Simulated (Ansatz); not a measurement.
Input:

```yaml
crystal:
  lattice:
    - [2.54927, 0.00000, 0.00000]
    - [1.27463, 2.20773, 0.00000]
    - [1.27463, -0.73591, 2.03442]
  atoms:
    - { symbol: C, position: [0.00036, 0.99982, 0.99946] }
    - { symbol: C, position: [0.49964, 0.25018, 0.75054] }
```

No spin polarisation.

Method: LDA (Ansatz, a program for electronic structure), no spin-orbit coupling. Settings: 16×16×16 k-points, 0.05 eV Fermi–Dirac smearing.

Task: Predict the space group, valence-band top at Γ, gap character and smallest direct gap.

Result: Space group: R-3m (No. 166)
Valence-band top at Γ (three highest levels, from the VBM): 0.00, -0.04, -0.04 eV
Gap character: indirect, Γ → k = (0, 3/8, -3/8) in the run's primitive reciprocal basis
Smallest direct gap: 5.28 eV

The cells carry an imposed strain or load. No phonon test of stability was made. The cell was made from C in the diamond structure (space group Fd-3m, No. 227) by this change: biaxial strain +2.08 %, plane normal [111], relaxed out of plane.
